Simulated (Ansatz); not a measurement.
Consider the following.

End structure of a constructed model of the (100) surface of fcc Pt, a pseudomorphic layer of Ir in the host's stacking (bottom of the slab: a bare face, its two planes held):

```
CELL_PARAMETERS angstrom
      2.80721     0.00000     0.00000
      0.00000     2.80721     0.00000
      0.00000     0.00000    28.50000
ATOMIC_POSITIONS crystal
  Pt 0.50000 0.50000 0.28903
  Pt 0.00000 0.00000 0.35868
  Pt 0.50000 0.50000 0.42794
  Pt 0.00000 0.00000 0.49766
  Pt 0.50000 0.50000 0.56810
  Pt 0.00000 0.00000 0.63854
  Ir 0.50000 0.50000 0.70255
```

Model: 7-atom slab, 12.0 Å thick at the start, 13x13x1 mesh, Fermi-Dirac 0.1 eV, dipole correction, single point; on the structure that PBE left under its start's symmetry; no spin, no spin-orbit, no U. It is one candidate, not shown to be the stable structure of the face.

Q: Estimate the work function of the top face that Ansatz (a program for electronic structure) with r2SCAN, at the PBE geometry returns for this input.

A: 5.81 eV
